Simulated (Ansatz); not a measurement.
# CdTe, response to strain

Base system: CdTe in the wurtzite structure (space group P6_3mc, No. 186; a = 4.632 Å, c = 7.597 Å; a cell from a computed database, its experimental status unchecked).

Strains are applied to the cell and any free atomic positions relax.

Level of theory: r2SCAN (Ansatz, an electronic-structure program, PAW, scalar-relativistic without spin-orbit coupling), earlier PAW set.

```tsv
isotropic strain (%)	band gap (eV)
-4.86	1.72
-0.15	?
0	1.21
0.77	1.13
```

### Question
Fit E_g = E₀ + Dε (ε in %) to the rows shown and predict the withheld row.

### Answer
Least squares on the printed values gives E₀ = 1.21 eV, D = -105 meV per % of strain (largest residual 0.00 eV); this predicts 1.23 eV, and the run gives 1.22 eV, in agreement.

Spin-orbit coupling, missing from the scalar runs, can matter with Te. No phonon test of stability was made. This is not the structure that CdTe has at room temperature and ambient pressure.
